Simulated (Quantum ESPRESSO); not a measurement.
A self-consistent single point of FeO (Fm-3m, 2 atoms in the cell) with Quantum ESPRESSO.

Method of the run: revPBE, PSlibrary PAW (PBE) pseudopotentials (plane waves; Quantum ESPRESSO).

```
CELL_PARAMETERS angstrom
      0.00000     2.08625     2.08625
      2.08625     0.00000     2.08625
      2.08625     2.08625     0.00000
ATOMIC_POSITIONS crystal
  Fe 0.00000 0.00000 0.00000
  O  0.50000 0.50000 0.50000
```
Moments meant for the start (each program seeds them in its own way; μB, in the order of the atoms Fe O): 4.0 0.0.

Reference input (self-consistent single point, DFT, PBE, plane waves, PSlibrary PAW (PBE) pseudopotentials): ecutwfc = 55 Ry; ecutrho = 330 Ry; occupations = smearing; smearing = fd; degauss = 0.0036749 Ry; nspin = 2; potentials = {Fe: Fe.pbe-n-kjpaw_psl.1.0.0.UPF, O: O.pbe-n-kjpaw_psl.0.1.UPF}; K_POINTS = automatic 18 18 18 0 0 0; conv_thr = 1e-10 Ry; mixing_beta = 0.2. This run's input differs from it in these lines:

```diff
@@ -19,2 +19,3 @@
   starting_magnetization(1) = 0.500
+  input_dft = 'revpbe'
 /
```

Log, with long lists cut:

```
     Self-consistent Calculation

     iteration #  1     ecut=    55.00 Ry     beta= 0.20

     total energy              =    -183.68616673 Ry
     estimated scf accuracy    <       0.42455991 Ry

     total magnetization       =     4.02 Bohr mag/cell
     absolute magnetization    =     4.02 Bohr mag/cell

     iteration #  2     ecut=    55.00 Ry     beta= 0.20

     total energy              =    -183.72390372 Ry
     estimated scf accuracy    <       0.05323722 Ry

     total magnetization       =     3.92 Bohr mag/cell
     absolute magnetization    =     3.92 Bohr mag/cell

     iteration #  3     ecut=    55.00 Ry     beta= 0.20

   [... lines left out ...]
     absolute magnetization    =     3.79 Bohr mag/cell

   [... 12 blocks of this kind left out ...]

     iteration # 16     ecut=    55.00 Ry     beta= 0.20

     total energy              =    -183.74410610 Ry
     estimated scf accuracy    <          3.7E-10 Ry

     total magnetization       =     3.99 Bohr mag/cell
     absolute magnetization    =     4.00 Bohr mag/cell

     iteration # 17     ecut=    55.00 Ry     beta= 0.20

     Magnetic moment per site  (integrated on atomic sphere of radius R)
     atom   1 (R=0.292)  charge=  5.5715  magn=  3.4027
     atom   2 (R=0.292)  charge=  5.7681  magn=  0.3387
     End of self-consistent calculation

     Number of k-points >= 100: set verbosity='high' to print the bands.

     the Fermi energy is    13.3844 ev

!    total energy              =    -183.74410610 Ry
     estimated scf accuracy    <          3.9E-11 Ry
     smearing contrib. (-TS)   =      -0.00072664 Ry
     internal energy E=F+TS    =    -183.74337946 Ry

     total magnetization       =     3.99 Bohr mag/cell
     absolute magnetization    =     4.00 Bohr mag/cell

     convergence has been achieved in  17 iterations

     Forces acting on atoms (cartesian axes, Ry/au):

     atom    1 type  1   force =     0.00000000    0.00000000    0.00000000
     atom    2 type  2   force =     0.00000000    0.00000000    0.00000000

     Total force =     0.000000     Total SCF correction =     0.000000

          total   stress  (Ry/bohr**3)                   (kbar)     P=      264.64
   0.00179900  -0.00000000  -0.00000000          264.64       -0.00       -0.00
   0.00000000   0.00179900   0.00000000            0.00      264.64        0.00
  -0.00000000   0.00000000   0.00179900           -0.00        0.00      264.64

   JOB DONE.
```

The run converged in 17 iterations. Against the reference run the pressure goes from 21.74 to 26.46 GPa and the size of the net moment hardly changes (1.99 to 2.00 μB/atom).

The starting cell comes from a database of computed structures (which also holds hypothetical and non-ambient phases and stackings), without a prior relaxation at this level. Its lattice was rescaled by a random factor within 2.5 % of one. The magnetic order is the one reached from the typed start; others were not searched systematically. With a pressure of about 26 GPa the cell is away from its equilibrium volume at this level.

Cost on one core of a shared machine: roughly 2 min.
